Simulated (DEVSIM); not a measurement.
System: abrupt Si n-p junction, at 300 K.

| layer (left to right) | material | thickness (μm) | Nd (cm⁻³) | Na (cm⁻³) | τn (s) | τp (s) |
|---|---|---|---|---|---|---|
| 1 | Si | 32.0 | 3.2e17 | - | 3.7e-6 | 3.7e-6 |
| 2 | Si | 2.30 | - | 8.9e15 | 3.7e-6 | 3.7e-6 |

Left contact: ohmic. Right contact: ohmic. Voltage is applied to the left contact. Recombination: SRH at mid-gap, radiative. Mobility is μmin + (μ − μmin)/(1 + (N/Nref)^α).

Constants are typed, rounded textbook-type inputs, not results; the design itself was drawn at random and stands for no fabricated device. Values at 300 K.

```csv
parameter,Si
gap (eV),1.124
affinity (eV),4.05
permittivity,11.7
Nc (cm⁻³),2.86e19
Nv (cm⁻³),3.1e19
μn (cm²/Vs),1417
μp (cm²/Vs),470
"μn,min",52
"μp,min",45
"Nref,n",9.7e16
"Nref,p",2.2e17
αn,0.68
αp,0.72
B (cm³/s),4.7e-15
```

Simulated with DEVSIM: 1D drift-diffusion, Boltzmann statistics, complete ionisation; no tunnelling, impact ionisation, image-force lowering or self-heating.

Give the dark reverse current.


```json
[
 {"V (V)": "0.04", "J (A/cm²)": "7.5e-10"},
 {"V (V)": "0.10", "J (A/cm²)": "1.3e-9"},
 {"V (V)": "0.20", "J (A/cm²)": "2.0e-9"},
 {"V (V)": "0.30", "J (A/cm²)": "2.5e-9"},
 {"V (V)": "0.40", "J (A/cm²)": "3.1e-9"},
 {"V (V)": "0.60", "J (A/cm²)": "4.1e-9"},
 {"V (V)": "0.80", "J (A/cm²)": "4.9e-9"},
 {"V (V)": "1.00", "J (A/cm²)": "5.7e-9"},
 {"V (V)": "1.30", "J (A/cm²)": "6.8e-9"},
 {"V (V)": "1.60", "J (A/cm²)": "7.9e-9"},
 {"V (V)": "2.00", "J (A/cm²)": "9.1e-9"}
]
```
